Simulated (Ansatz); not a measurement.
## A computed series for NiAgO2: pressure series

Base system: NiAgO2 (space group P6_3/mmc, No. 194; ferromagnetic; a cell from a computed database, its experimental status unchecked).

```cif
data_Ag2Ni2O4
_chemical_formula_sum 'Ni2 Ag2 O4'
_space_group_name_H-M_alt 'P 1'
_space_group_IT_number 1
_cell_length_a 2.90217
_cell_length_b 2.90217
_cell_length_c 12.17428
_cell_angle_alpha 90.000
_cell_angle_beta 90.000
_cell_angle_gamma 120.000
loop_
_space_group_symop_operation_xyz
  'x, y, z'
loop_
_atom_site_label
_atom_site_type_symbol
_atom_site_fract_x
_atom_site_fract_y
_atom_site_fract_z
_atom_site_occupancy
Ni1 Ni 0.00000 0.00000 0.50000 1
Ni2 Ni 0.00000 0.00000 0.00000 1
Ag1 Ag 0.66667 0.33333 0.75000 1
Ag2 Ag 0.33333 0.66667 0.25000 1
O1 O 0.33333 0.66667 0.42105 1
O2 O 0.66667 0.33333 0.57895 1
O3 O 0.66667 0.33333 0.92105 1
O4 O 0.33333 0.66667 0.07895 1
```

Cell and atoms are relaxed at each pressure.

The values are results of Kohn–Sham DFT with the PBEsol functional, run in Ansatz (a quantum-chemistry and plane-wave program) with PAW and 420 eV plane waves, no spin-orbit coupling, not measurements.

```tsv
P (GPa)	V (Å³/atom)
-1.00	11.169
0.28	11.081
0.70	11.053
1.50	11.001
3.00	10.907
5.00	10.787
7.50	10.647
```

A third-order Birch–Murnaghan fit to these points gives V₀ = 11.10 Å³/atom, B₀ = 164 GPa and B₀′ = 4.4. At pressure 7.5 GPa the volume is 95.9 % of V₀.

Load acts through the strain it causes; cell and atoms are relaxed under it. Whether these cells are dynamically stable was not tested. No other phases were tried under pressure. No Hubbard U is applied and the magnetic state is the run's own (NiAgO2 ferromagnetic); small cells can't hold the antiferromagnetic order that many such compounds have, so gaps and moments can be off.
